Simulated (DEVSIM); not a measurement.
Structure: Al/La2O3/p-Si capacitor, at 300 K.

```tsv
layer (left to right)	material	thickness (nm)	Na (cm⁻³)
1	La2O3	4.90	-
2	Si	620	8.7e17
```

Metal gate on the left, work function 4.1 eV. Fixed charge at the semiconductor interface 0 cm⁻² (in units of +e); interface traps 1e10 cm⁻² eV⁻¹, uniform in energy, neutral level at 0.5 of the gap above the valence band.

The device is made up for the run: typed textbook-type constants, with dimensions and the other settings drawn at random. Values at 300 K.

| parameter | La2O3 | Si |
|---|---|---|
| gap (eV) | 5.8 | 1.124 |
| affinity (eV) | 1.8 | 4.05 |
| permittivity | 27 | 11.7 |
| Nc (cm⁻³) | - | 2.86e19 |
| Nv (cm⁻³) | - | 3.1e19 |

DEVSIM, 1D Poisson equation in equilibrium, Boltzmann statistics, complete ionisation; no quantum confinement or tunnelling. Metal contacts follow the ideal Schottky-Mott rule: no Fermi-level pinning, no interface dipoles.

Problem. Tabulate band edges, carrier densities and field at -0.3 V on the gate.

Solution. Energies count from the Fermi level of the right contact; mesh points crowd at the junctions.

```csv
x (μm),Ec (eV),Ev (eV),n (cm⁻³),p (cm⁻³),field (V/cm)
0.000,2.600,-3.200,< 1e2,< 1e2,170000
0.0008385,2.614,-3.186,< 1e2,< 1e2,170000
0.001986,2.634,-3.166,< 1e2,< 1e2,170000
0.003342,2.657,-3.143,< 1e2,< 1e2,170000
0.004652,2.679,-3.121,< 1e2,< 1e2,170000
0.005482,0.456,-0.668,6.1e11,1.9e8,380000
0.007053,0.515,-0.609,6.3e10,1.8e9,360000
0.01120,0.654,-0.470,2.9e8,4.0e11,310000
0.01744,0.820,-0.304,480000,2.4e14,220000
0.02890,0.989,-0.135,680,1.7e17,76000
0.04996,1.031,-0.093,140,8.5e17,1100
0.1077,1.032,-0.092,130,8.7e17,≈ 0
0.1947,1.032,-0.092,130,8.7e17,≈ 0
0.3449,1.032,-0.092,130,8.7e17,≈ 0
0.5010,1.032,-0.092,130,8.7e17,≈ 0
0.5580,1.032,-0.092,130,8.7e17,≈ 0
0.5902,1.032,-0.092,130,8.7e17,≈ 0
0.6066,1.032,-0.092,130,8.7e17,≈ 0
0.6174,1.032,-0.092,130,8.7e17,≈ 0
0.6213,1.032,-0.092,130,8.7e17,≈ 0
0.6235,1.032,-0.092,130,8.7e17,≈ 0
0.6249,1.032,-0.092,130,8.7e17,≈ 0
```
